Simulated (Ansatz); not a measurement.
# Ge under a change: biaxial strain +4.68 %, plane normal [001], relaxed out of plane

The reference is Ge (space group P4_32_12, No. 96; a = 5.9290 Å, c = 6.9542 Å). Axes: x, y, z lie along a, b, c of the conventional cell.

Now apply this change: tensile biaxial strain of 4.68 % in the plane normal to [001], as in epitaxy on a mismatched substrate; the out-of-plane cell vector and the atoms relax.

The values are results of Ansatz (a quantum-chemistry and plane-wave program), PBEsol, PAW, cutoff 420 eV, spin-orbit coupling left out, not measurements. Settings: 5×5×4 k-points, 0.05 eV Fermi–Dirac smearing.

```csv
quantity,base,changed,shift
volume per atom,20.37 Å³,20.59 Å³,+0.22 Å³
space group,P4_32_12 (No. 96),P4_32_12 (No. 96),–
shortest interatomic distance,2.483 Å,2.537 Å,+0.054 Å
"pressure (mean of the normal stresses, compression positive)",0.0 GPa,-2.1 GPa,-2.1 GPa
band gap (an upper bound: an edge found on the path is not a true extremum; the base alone),0.45 eV,zero,–
out-of-plane strain (rough),–,-7.76 %,–
mean in-plane stress (compression positive) (rough),–,-3.2 GPa,–
```

Final structure (turned so that z lies along the plane normal):

```
Ge
1.0
    6.20644     0.00000     0.00000
    0.00000     6.20644     0.00000
    0.00000     0.00000     6.41487
Ge
12
Direct
  0.09598   0.09598   0.00000
  0.40402   0.59598   0.75000
  0.90402   0.90402   0.50000
  0.59598   0.40402   0.25000
  0.18668   0.37118   0.27897
  0.12882   0.68668   0.02897
  0.81332   0.62882   0.77897
  0.87118   0.31332   0.52897
  0.68668   0.12882   0.97103
  0.62882   0.81332   0.22103
  0.31332   0.87118   0.47103
  0.37118   0.18668   0.72103
```

Cost of the whole job for the changed cell (relaxation, final SCF and bands): around 10 core-minutes (rough).

A case with no gap was solved on a k-mesh chosen for an insulator, which is coarse for it. Without a gap, meshes like the base's 5×5×4 leave anisotropic stresses uncertain by several tenths of a GPa, and small strain energies with them. Whether these cells are dynamically stable was not tested. This is not the structure that Ge has at room temperature and ambient pressure.
